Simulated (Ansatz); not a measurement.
## Effect of Se → Br on hypothetical P6_3/mmc PtSe2

The reference is PtSe₂ in the 2H-MoS2 type structure (space group P6_3/mmc, No. 194; a = 3.571 Å, c = 10.964 Å; a hypothetical phase, not in the database extracts checked; layered, stacked along the Cartesian z axis).

It is then changed as follows: every Se is replaced by Br; the structure is relaxed again.

All numbers come from DFT with PBE-D3(BJ), PAW potentials and a 420 eV plane-wave cutoff in Ansatz (a quantum-chemistry and plane-wave program), scalar-relativistic without spin-orbit coupling, earlier PAW set. k-mesh 15×15×4 (Γ-centred); smearing 0.05 eV (Fermi–Dirac), for the changed cell.

| quantity | base | changed | shift |
|---|---|---|---|
| density | 9.68 g/cm³ | 8.24 g/cm³ | -1.44 g/cm³ |
| lattice parameter a | 3.571 Å | 3.657 Å | +0.0867 Å |
| c/a ratio | 3.071 | 3.376 | +0.305 |
| space group | P6_3/mmc (No. 194) | P6_3/mmc (No. 194) | – |
| shortest interatomic distance | 2.563 Å | 2.675 Å | +0.1128 Å |
| band gap | zero | zero | – |

Spin-orbit coupling, missing from the scalar runs, can matter with Pt. No phonon test of stability was made. As relaxed here, PtBr2 is a hypothetical phase, not in the database extracts checked. No Hubbard U is applied, and correlation can decide whether such a compound is a metal. All final runs are without spin polarisation. PtBr2 and PtSe2 have a high density of states at the Fermi level and may be magnetic at this level.
